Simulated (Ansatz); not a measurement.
The parent structure is Au in the fcc (Cu type) structure (space group Fm-3m, No. 225; a = 4.125 Å; relaxed with 0.1 eV smearing). Axes: x, y, z lie along the cube axes.

Structures relaxed with r2SCAN/PAW in Ansatz (a quantum-chemistry and plane-wave program), scalar-relativistic without spin-orbit coupling.

Base:

Simulated powder pattern, Cu Kα1, λ = 1.54056 Å (kinematic, ideal powder, no thermal factors, no anomalous dispersion; the 14 strongest lines at most, above 2 %, up to 2θ = 90°):

```csv
2θ (°),I/Imax (%),hkl
37.75,100,(111)
43.86,49,(200)
63.77,33,(220)
76.54,40,(311)
80.62,12,(222)
```

Perturbation: compressive biaxial strain of 1.25 % in the plane normal to [111], as in epitaxy on a mismatched substrate; the out-of-plane cell vector and the atoms relax.

**Question.** Where do the lines fall after the change?

**Answer.** 
Simulated powder pattern, Cu Kα1, λ = 1.54056 Å (kinematic, ideal powder, no thermal factors, no anomalous dispersion; the 14 strongest lines at most, above 2 %, up to 2θ = 90°):

```csv
2θ (°),I/Imax (%),hkl
36.99,36,(111)
38.11,100,(1 1 -1)
43.96,67,(200)
63.17,23,(220)
64.68,22,(2 0 -2)
75.51,14,(311)
76.91,27,(3 1 -1)
77.61,13,(1 1 -3)
78.76,4.2,(222)
81.52,12,(2 2 -2)
```

The indices refer to the base's conventional cell; one index is shown for lines that coincide. The space group is now R-3m (No. 166).

Stability against distortions was not tested.
